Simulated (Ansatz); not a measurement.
Base system: LiBH₄ (space group P6_3mc, No. 186; a cell from a computed database, its experimental status unchecked).

Space group P6₃mc (No. 186); a = b = 4.1855 Å, c = 7.2302 Å, α = β = 90.00°, γ = 120.00°

```csv
atom,site,symmetry,x,y,z
Li,2b,3m.,0.3333,0.6667,0.1084
B,2b,3m.,0.6667,0.3333,0.0366
H,2b,3m.,0.3333,0.6667,0.3690
H,6c,.m.,0.3513,0.1757,0.0936
```

The values are results of r2SCAN (Ansatz, a program for electronic structure; PAW; 500 eV plane waves; no spin-orbit coupling), not measurements.

Base values:

- Pressure = 0.00 GPa

One thing is altered: the cell is scaled by 1.0270 in all directions; the atoms relax in the strained cell.

Question: Predict the new pressure.

Answer: The pressure (mean of the normal stresses, compression positive) goes from zero to -1.27 GPa.

Question: Estimate the effect on the energy relative to the base.

Answer: The energy grows by 3.2 meV/atom.

Question: What happens to the largest internal atomic displacement?

Answer: The largest internal atomic displacement comes out as 0.032 Å.

No phonon test of stability was made.
